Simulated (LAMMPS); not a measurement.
Ni (fcc) at 2420 K and zero pressure, started from the melt, with several potentials, in cells of their own sizes.

Interatomic potentials used:
- EAM-type CuNi.eam.alloy: classical MD, pair style eam/alloy, file CuNi.eam.alloy (LAMMPS); Onat and Durukanoglu, J Phys Cond Matt, 26, 035404 (2014)
- EAM-type Ni.adp: classical MD, pair style adp, file Ni.adp (LAMMPS); Mishin et al, Acta Mater, 53, 4029 (2005)
- EAM-type NiAlH_jea.eam.alloy: classical MD, pair style eam/alloy, file NiAlH_jea.eam.alloy (LAMMPS); Moody and Baskes, Modell Sim Mater Sci Eng, 3, 289-307 (1995)
- EAM-type smf7: classical MD, pair style eam, the elements' _smf7.eam files (smf7) (LAMMPS); Foiles, Phys Rev B 32, 7685 (1985)
- EAM-type universal-3 set of Foiles, Baskes and Daw: classical MD, pair style eam, the elements' _u3.eam files (universal-3 set of Foiles, Baskes and Daw) (LAMMPS); Foiles et al, Phys Rev B, 33, 7983 (1986)
- MEAM MoCoNiVFeAlCr_2nn.meam: classical MD, pair style meam, file MoCoNiVFeAlCr_2nn.meam (LAMMPS); Wang, J., Kwon, H., Kim, H.S. et al. A neural network model for high entropy alloy design. npj Comput Mater 9, 60 (2023).
- MEAM Ni.meam: classical MD, pair style meam, file Ni.meam (LAMMPS)
- MEAM library.meam-Ni: classical MD, pair style meam, file library.meam (library.meam-Ni) (LAMMPS); Baskes, Phys Rev B, 46, 2727-2742 (1992)
- SNAP Ni_Zuo_JPCA2020.quadratic.snap: MD with a machine-learned potential, pair style snap, file Ni_Zuo_JPCA2020.quadratic.snap (LAMMPS); Y. Zuo, C. Chen, X, Li, Z. Deng, Y. Chen, J. Behler, G. Csányi, A. V. Shapeev, A. P. Thompson, M. A. Wood, S. P. Ong, "Performance and Cost Assessment of Machine Learning Interatomic Potentials" J. Phys. Chem. A 124, 4, 731-745 (2020)
- SNAP Ni_Zuo_JPCA2020.snap: MD with a machine-learned potential, pair style snap, file Ni_Zuo_JPCA2020.snap (LAMMPS); Y. Zuo, C. Chen, X, Li, Z. Deng, Y. Chen, J. Behler, G. Csányi, A. V. Shapeev, A. P. Thompson, M. A. Wood, S. P. Ong, "Performance and Cost Assessment of Machine Learning Interatomic Potentials" J. Phys. Chem. A 124, 4, 731-745 (2020)

```json
[
 {"potential": "EAM-type CuNi.eam.alloy", "state": "liquid", "volume": "13.259 ± 0.002 Å³/atom", "first peak of g(r)": "2.40 Å, height 2.3", "coordination number": "12.3 (counted to 3.42 Å)", "self-diffusion coefficient of Ni (not corrected for cell size)": "(1.06 ± 0.01) × 10^-4 cm²/s", "viscosity": "2.0 ± 0.2 mPa s", "mean phonon frequency": "4.8 THz", "rough cost (ms per atom and simulated ps)": "0.3 to 1"},
 {"potential": "EAM-type Ni.adp", "state": "liquid", "volume": "12.986 ± 0.004 Å³/atom", "first peak of g(r)": "2.45 Å, height 2.3", "coordination number": "12.2 (counted to 3.38 Å)", "self-diffusion coefficient of Ni (not corrected for cell size)": "(9.1 ± 0.1) × 10^-5 cm²/s", "viscosity": "2.3 ± 0.1 mPa s", "mean phonon frequency": "4.6 THz", "rough cost (ms per atom and simulated ps)": "1 to 3"},
 {"potential": "EAM-type NiAlH_jea.eam.alloy", "state": "liquid", "volume": "13.199 ± 0.001 Å³/atom", "first peak of g(r)": "2.44 Å, height 2.3", "coordination number": "12.8 (counted to 3.46 Å)", "self-diffusion coefficient of Ni (not corrected for cell size)": "(1.05 ± 0.02) × 10^-4 cm²/s", "viscosity": "-", "mean phonon frequency": "4.6 THz", "rough cost (ms per atom and simulated ps)": "0.3 to 1"},
 {"potential": "EAM-type smf7", "state": "liquid", "volume": "13.540 ± 0.003 Å³/atom", "first peak of g(r)": "2.45 Å, height 2.5", "coordination number": "12.6 (counted to 3.46 Å)", "self-diffusion coefficient of Ni (not corrected for cell size)": "(8.6 ± 0.2) × 10^-5 cm²/s", "viscosity": "2.9 ± 0.3 mPa s", "mean phonon frequency": "5.1 THz", "rough cost (ms per atom and simulated ps)": "0.3 to 1"},
 {"potential": "EAM-type universal-3 set of Foiles, Baskes and Daw", "state": "liquid", "volume": "13.844 ± 0.003 Å³/atom", "first peak of g(r)": "2.45 Å, height 2.5", "coordination number": "12.3 (counted to 3.46 Å)", "self-diffusion coefficient of Ni (not corrected for cell size)": "(9.8 ± 0.2) × 10^-5 cm²/s", "viscosity": "-", "mean phonon frequency": "5.0 THz", "rough cost (ms per atom and simulated ps)": "0.3 to 1"},
 {"potential": "MEAM MoCoNiVFeAlCr_2nn.meam", "state": "liquid", "volume": "13.572 ± 0.006 Å³/atom", "first peak of g(r)": "2.45 Å, height 2.6", "coordination number": "11.8 (counted to 3.38 Å)", "self-diffusion coefficient of Ni (not corrected for cell size)": "(7.1 ± 0.1) × 10^-5 cm²/s", "viscosity": "-", "mean phonon frequency": "5.2 THz", "rough cost (ms per atom and simulated ps)": "3 to 10"},
 {"potential": "MEAM Ni.meam", "state": "liquid", "volume": "14.03 ± 0.01 Å³/atom", "first peak of g(r)": "2.47 Å, height 2.6", "coordination number": "9.8 (counted to 3.18 Å)", "self-diffusion coefficient of Ni (not corrected for cell size)": "(7.3 ± 0.2) × 10^-5 cm²/s", "viscosity": "2.8 ± 0.2 mPa s", "mean phonon frequency": "6.1 THz", "rough cost (ms per atom and simulated ps)": "3 to 10"},
 {"potential": "MEAM library.meam-Ni", "state": "liquid", "volume": "13.481 ± 0.006 Å³/atom", "first peak of g(r)": "2.49 Å, height 2.8", "coordination number": "10.1 (counted to 3.14 Å)", "self-diffusion coefficient of Ni (not corrected for cell size)": "(3.86 ± 0.05) × 10^-5 cm²/s", "viscosity": "-", "mean phonon frequency": "-", "rough cost (ms per atom and simulated ps)": "1 to 3"},
 {"potential": "SNAP Ni_Zuo_JPCA2020.quadratic.snap", "state": "liquid", "volume": "12.99 ± 0.01 Å³/atom", "first peak of g(r)": "2.38 Å, height 2.4", "coordination number": "12.5 (counted to 3.42 Å)", "self-diffusion coefficient of Ni (not corrected for cell size)": "(8.7 ± 0.4) × 10^-5 cm²/s", "viscosity": "1.7 ± 0.2 mPa s", "mean phonon frequency": "4.8 THz", "rough cost (ms per atom and simulated ps)": "30 to 100"},
 {"potential": "SNAP Ni_Zuo_JPCA2020.snap", "state": "liquid", "volume": "12.348 ± 0.007 Å³/atom", "first peak of g(r)": "2.38 Å, height 2.6", "coordination number": "13.1 (counted to 3.42 Å)", "self-diffusion coefficient of Ni (not corrected for cell size)": "(6.7 ± 0.5) × 10^-5 cm²/s", "viscosity": "-", "mean phonon frequency": "-", "rough cost (ms per atom and simulated ps)": "30 to 100"}
]
```

Costs are rough: whole-run CPU time with set-up and analysis, from shared machines, in bands a factor of about three wide.

Caution (row MEAM Ni.meam): enthalpy drifts during the constant-pressure average: a transition or slow ageing; fluctuation values are void.

Caution (rows MEAM Ni.meam; SNAP Ni_Zuo_JPCA2020.quadratic.snap; SNAP Ni_Zuo_JPCA2020.snap): a run this short can hold a crystal over, or a liquid under, the potential's own melting point, which these runs don't give.

Caution: the potential MEAM library.meam-Ni is a first-neighbour MEAM set with a 4 Å cutoff, used here without a parameter file and away from the static properties it was fitted to.

States go by the mean squared displacement: a species diffuses where it passes 1.5 Å², still rises and gives D over 1e-6 cm²/s; a crystal has left its structure where atoms lie 0.35 Å off their sites on average or a cubic box changes its shape by 3 %, or the axial ratios of another lie 8 % off the starting cell's, which the potential's own relaxation can also do.

Errors of D are the spread over four groups of atoms in one short run; a floor of about 5 %, a picked value, is safer.

The ± values are statistical; the model's systematic error is not in them.
